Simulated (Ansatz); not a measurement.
Crystal: InP (F-43m, zinc blende, 2 atoms a cell, 25.7 Å³ an atom); both levels run on this one cell.

Complex bands along the normal of (111) by Ansatz (plane waves, PAW, no spin-orbit coupling). r2SCAN gives a gap of 1.04 eV and a slowest mid-gap decay of 0.067 1/Å.

Q: What does PBE give on the same cell, and what does that do to the current through 2 nm?

A: Gap 0.60 eV, κ = 0.042 1/Å. The mid-gap transmission through 2 nm changes by exp(2 × 20 × (0.067 − 0.042)) = a factor of 2.7 against r2SCAN.

Ansatz is an electronic-structure program.
